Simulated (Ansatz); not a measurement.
Bulk modulus of Mo2B2Si (model structure, started from the Ti2InB2 type, P-6m2, No. 187, 5 atoms in the cell) at several levels of theory

No measured value is used here.

```
level (code)     value (GPa)  cell (Å³/atom)
---------------  -----------  --------------
LDA (Ansatz)             278           10.80
PBE (Ansatz)             253           11.23
PBEsol (Ansatz)          267           10.98
r²SCAN (Ansatz)          266           11.11
```

LDA, PBE, PBEsol, r²SCAN: the run has no spin polarisation, so it can have missed a magnetic state. LDA, PBE, PBEsol, r²SCAN: the bulk modulus is −V dP/dV from two relaxed cells at ±2 % in volume. Each level is taken at its own relaxed cell. Cutoffs differ between the levels. Ansatz's density-functional and Hartree–Fock values are scalar-relativistic unless marked +SOC, with PAW data made under PBE.

A model structure was made by putting elements into a prototype or built by hand; it is no filed structure, need not be a known phase, and can be a saddle point held by its symmetry.

Ansatz is a first-principles code.
